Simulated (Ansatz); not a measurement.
SiC (P6_3mc), PBE with spin-orbit coupling, rigid bands run with Ansatz (a first-principles code): N_v = 6.80e19 cm⁻³ at 300 K and a hole conductivity mass of 1.20 mₑ along x (a = (3.08, 0.00, 0.00) Å; b = (-1.54, 2.66, 0.00) Å; c = (0.00, 0.00, 5.05) Å).

**Question.** For 1e16 holes per cm³ at 300 K, place the Fermi level, estimate the Seebeck coefficient of a parabolic band with constant τ, and give mobility and conductivity for τ = 50 fs.

**Answer.** The level lies k_BT ln(N_v/p) = 0.228 eV above the valence-band maximum. S ≈ +(k_B/e)[ln(N_v/p) + 5/2] = 976 μV/K, against 986 μV/K from the full bands (mean over directions). μ = eτ/m = 73.3 cm²/(V·s) and σ = peμ = 0.117 S/cm. τ is assumed, not computed.

Band transport and this doping are assumed; polarons and phonon drag are left out. Geometry: cell and atoms relaxed with PBEsol.
